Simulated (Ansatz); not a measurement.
## A self-consistent single point of CoSi2 (I4mm, 3 atoms in the cell) with Ansatz

Computed with PBEsol, default PAW files made with PBE (plane waves; Ansatz, a program for electronic structure).

The input file:

Ansatz 0.2 input:
```yaml
# CoSi2
crystal:
  lattice:
    - [0.000000, 2.671960, 2.671960]
    - [2.671960, 0.000000, 2.671960]
    - [2.671960, 2.671960, 0.000000]
  atoms:
    - { symbol: Co, position: [0.009356, 0.009356, -0.009356] }
    - { symbol: Si, position: [0.250000, 0.250000, 0.250000] }
    - { symbol: Si, position: [0.750000, 0.750000, 0.750000] }
basis:
  ecutwfc: 420.0 eV
kpoints:
  mp_grid: { grid: [11, 11, 11] }
hamiltonian:
  xc: pbesol
  pseudopotentials: { kind: paw }
scf:
  occupations: { method: fermi_dirac, width: 0.1 eV }
output:
  forces: true
  eigenvalues: true
  stress: true
```

Log, with long lists cut:

```
WARN ansatz: RAYON_NUM_THREADS=1 ignored (pool sized by the plan → 1); use --threads N
Pseudopotentials: kind: paw
Pseudopotential: Co, paw, valence charge 17
Pseudopotential: Si, paw, valence charge 4
Crystal: 3 atoms, lattice volume = 38.152 Å³
Basis set: ecut = 420 eV, 725 PW (Γ), exchange–correlation on 54×54×54 points (8 copies of the dense FFT grid, shifted against one another)
Bands: 17, of which v1, the nominal top of the filled ones, is band 13 counted from 1 (12 counted from 0)
Symmetry: 8 space group operations
Space group: I4mm (ITA 107), of the structure as read, at distance tolerance 3.4e-5 Å
k-points: 126 of 1331 (time reversal used)
PAW frozen core: Co, regenerated for the run's functional, and the local potential with it
PAW frozen core: Si, regenerated for the run's functional, and the local potential with it
Initial density: superposition of atomic densities (neutral atoms: chi_scale 0, normalization atom), corrected by the library's trained network
Initial wavefunctions: pseudopotential atomic-orbital guess
Eigensolver: davidson
Functional: x = pbesol(κ = 0.804, μ = 0.12345679012345678), c = pbesol(β = 0.046)
SCF iter   1: F=—  HF=-6337.725296 eV  |F-HF|=—  |Δ(HF+E_count)|=         —  Δρ=1.80e-2  dr2=8.64e-2  ethr=1.77e-3  ⟨swp⟩=5.0  Hψ=11030  notcnv=0
all-band conjugate gradients solve this SCF's bands
preconditioner: auto → Kerker (q_TF=auto, 2.543 Å⁻¹)
SCF iter   2: F=—  HF=-6337.717847 eV  |F-HF|=—  |Δ(HF+E_count)|=   7.45e-3  Δρ=5.89e-3  dr2=1.24e-2  ethr=3.45e-4  ⟨swp⟩=2.0  Hψ=3505  notcnv=0
SCF iter   3: F=—  HF=-6337.716931 eV  |F-HF|=—  |Δ(HF+E_count)|=   9.16e-4  Δρ=1.14e-3  dr2=9.47e-4  ethr=4.97e-5  ⟨swp⟩=1.0  Hψ=2142  notcnv=0
SCF iter   4: F=—  HF=-6337.716969 eV  |F-HF|=—  |Δ(HF+E_count)|=   3.81e-5  Δρ=4.53e-4  dr2=1.05e-4  ethr=3.79e-6  ⟨swp⟩=2.9  Hψ=3379  notcnv=0
SCF iter   5: F=—  HF=-6337.716978 eV  |F-HF|=—  |Δ(HF+E_count)|=   9.13e-6  Δρ=8.84e-5  dr2=3.70e-6  ethr=4.21e-7  ⟨swp⟩=2.3  Hψ=2732  notcnv=0
SCF iter   6: F=—  HF=-6337.716975 eV  |F-HF|=—  |Δ(HF+E_count)|=   3.00e-6  Δρ=8.03e-5  dr2=1.21e-6  ethr=1.48e-8  ⟨swp⟩=2.0  Hψ=3712  notcnv=0
SCF iter   7: F=—  HF=-6337.716975 eV  |F-HF|=—  |Δ(HF+E_count)|=   1.35e-7  Δρ=2.01e-5  dr2=1.15e-7  ethr=4.83e-9  ⟨swp⟩=2.5  Hψ=3187  notcnv=0
SCF iter   8: F=-6337.716975 eV  HF=-6337.716975 eV  |F-HF|=3.84e-9  |Δ(HF+E_count)|=   8.34e-9  Δρ=4.40e-6  dr2=5.32e-9  ethr=4.00e-10  ⟨swp⟩=4.0  Hψ=6572  notcnv=0
SCF 1 converged in 8 iterations: F = -6337.716975 eV  dr2 = 5.32e-9
SCF converged after 8 iterations
Free energy (F): -6337.716975 eV
Harris-Foulkes:  -6337.716975 eV  (|F-HF|=3.84e-9)
Internal energy: -6337.682778 eV  (E = F + TS)
E sigma→0 (E₀):  -6337.699877 eV
Entropy (-TS):   -0.034197 eV (-11.399 meV/atom)
Fermi energy:    12.897513 eV
--- Per-component energies (eV) ---
  E_band       = -283.044097
  E_kinetic    = 548.265427
  E_local      = -4090.284972  (includes V_loc(G=0)·N_el)
  E_nonlocal   = 503.554268
  E_hartree    = 1777.926924
  E_xc         = -272.290470
  E_vxc        = -305.182439  (∫ρ·V_xc dr)
  E_paw        = -2481.646643  (= ΣΔE_a)
  E_vpaw       = -495.244341  (= ΣTr[D̂ρ^β])
  E_aug_tail   = 0.000093  (compensation charges beyond the density's cutoff)
  E_ewald      = -2323.458946
  E_core_change = 0.251541  (= ΣΔE_core)
  E_smearing   = -0.034197  (= −TS)
  E_closure    = -0.000000  (closes the sum)
  Σ components = -6337.716975   (vs F -6337.716975, Δ=0.00e0)
--- Forces (eV/Å), atoms counted from 1 ---
  atom   1  Co     0.00000000     0.00000000    -0.57973259
  atom   2  Si     0.00000000    -0.00000000     0.28986414
  atom   3  Si    -0.00000000     0.00000000     0.28986414
  max |Σ_I F_I| component: 4.30e-6 eV/Å
--- Stress (GPa, compression-positive) ---
       -3.038132       0.000000       0.000000
        0.000000      -3.038132       0.000000
        0.000000       0.000000      -3.137244
  P = ⅓ Tr σ = -3.0712 GPa (-30.712 kbar)
  The stress holds the Pulay correction. Without it, at fixed plane waves, as pw.x and ABINIT print it: P = -3.1520 GPa
--- Band table (eV; the first three rows and the last of 126) ---
  k-point 0: bands = ["-81.5787", "-45.0366", "-45.0366", "-45.0343", "-0.2946", "8.7629", "8.7691", "8.7691", "10.9545", "10.9571", "13.7242", "16.2038", "16.2038", "16.3038", "16.3725", "16.4511", "16.4511"]
  k-point 1: bands = ["-81.5788", "-45.0368", "-45.0367", "-45.0344", "-0.1682", "8.4614", "8.8105", "8.8138", "10.9162", "10.9190", "13.7821", "14.8051", "15.5015", "15.5242", "17.1754", "17.1783", "17.9852"]
  k-point 2: bands = ["-81.5788", "-45.0372", "-45.0367", "-45.0346", "0.2082", "7.6593", "8.9314", "8.9344", "10.8379", "10.8413", "12.8486", "14.6498", "14.7042", "14.8687", "17.1772", "17.1822", "17.8470"]
  k-point 125: bands = ["-81.5787", "-45.0377", "-45.0375", "-45.0368", "3.8902", "5.7058", "6.1985", "9.0260", "9.2371", "10.8667", "10.9222", "11.2020", "11.5879", "14.6142", "16.0049", "20.5688", "22.1645"]
```

The run converged in 8 iterations.

The starting cell has typed, rounded lattice constants, without a prior relaxation at this level. Its lattice was rescaled by up to half a per cent. One atom was moved a little off its site on purpose. Spin polarisation is off. With a pressure of about -3 GPa the cell is away from its equilibrium volume at this level. Ansatz's pressure includes its estimate of the finite-basis (Pulay) stress.
